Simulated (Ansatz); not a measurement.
The starting structures come from a database of crystals and need not be the phases stable at ambient conditions.

Inside the gap of an insulator the Bloch states are evanescent, with a wavenumber k + iκ along the transport direction.

Data:

```xyz
10
Lattice="5.6084 0.0000 0.0000 0.0000 12.3466 0.0000 0.0000 6.1733 2.8288" Properties=species:S:1:pos:R:3 pbc="T T T"
Bi     1.4021     7.2881     2.8288
Bi     4.2063    11.2318     0.0000
Pb     1.4021     4.8292     0.0000
Pb     4.2063     7.5174     0.0000
Cl     1.4021     9.2055     0.0000
Cl     4.2063     3.1411     0.0000
O      2.8042    12.3466     1.3471
O      2.8042     6.1733     1.4816
O      0.0000     6.1733     1.4816
O      0.0000    12.3466     1.3471
```

Space group of this cell: Cmcm. The cell was relaxed by PBE-D3(BJ); by r2SCAN its mean pressure is -0.8 GPa.

Transport runs along the normal of the first two printed cell vectors.

The gap is the functional's own. No spin-orbit coupling. Mid-gap values are interpolated on the energy grid.

Q: Predict the band gap and the smallest decay constant κ at mid-gap from r2SCAN (Ansatz, a quantum-chemistry and plane-wave program).

A: Gap 2.44 eV on a 6×10×10 mesh; κ = 0.243 1/Å, at the zone centre.
